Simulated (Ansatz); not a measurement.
## Pressure series in hypothetical Fm-3m BeBr2

Take BeBr2 (space group Fm-3m, No. 225; a = 6.393 Å; a hypothetical phase, not in the database extracts checked) as the base.

Cell and atoms are relaxed at each pressure.

Calculations: Ansatz (an electronic-structure program) PBEsol, no SOC.

| pressure (GPa) | volume per atom (Å³/atom) |
|---|---|
| -2 | 22.678 |
| -1 | 22.202 |
| 0 | 21.773 |
| 4.2 | 20.354 |
| 9 | 19.189 |
| 18 | 17.598 |
| 30 | ? |
| 45 | 14.629 |
| 60 | 13.546 |

Q: Fit the third-order Birch–Murnaghan form P(V) = (3B₀/2)[(V₀/V)^(7/3) − (V₀/V)^(5/3)]·[1 + (3/4)(B₀′ − 4)((V₀/V)^(2/3) − 1)] (squares taken in P) to the rows shown and predict the withheld row.

A: Least squares on the printed values gives V₀ = 21.780 Å³/atom, B₀ = 58.9 GPa, B₀′ = 3.4; this predicts 16.017 Å³/atom, and the run gives 16.050 Å³/atom, 0.033 higher.

A case with no gap was solved on a k-mesh chosen for an insulator, which is coarse for it. Load acts through the strain it causes; cell and atoms are relaxed under it. Stability against distortions was not tested. Competing high-pressure phases were not computed. The final runs are not spin-polarised.
